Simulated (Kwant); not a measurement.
Model system: circular cavity between two wires in a In0.53Ga0.47As two-dimensional gas. Effective mass 0.041 mₑ, grid spacing 8.3 nm, hard walls, nominal width 100 nm (13 grid rows, so walls 116.2 nm apart), one parabolic valley, scattering region 740 nm long along x; energies count from the band bottom; Fermi energy swept from 0.00073372 to 0.011006 eV. Cavity of radius 160 nm, straight part 0 nm, centre moved sideways by 0 nm.

The device is made up for the run: typed textbook-type constants, with dimensions and the other settings drawn at random.

Kwant, effective-mass tight-binding model on a square grid, one spin, coherent transport at 0 K. Conductance is in e²/h.

Q: How many channels do the leads carry at E = 7.04, 7.90, 8.93 meV?

A: The hard-wall thresholds are n² ħ²π²/(2mW²) = n² × 0.679 meV with W = 116.2 nm. √(7.04/0.679) = 3.22, so 3. √(7.90/0.679) = 3.41, so 3. √(8.93/0.679) = 3.63, so 3.
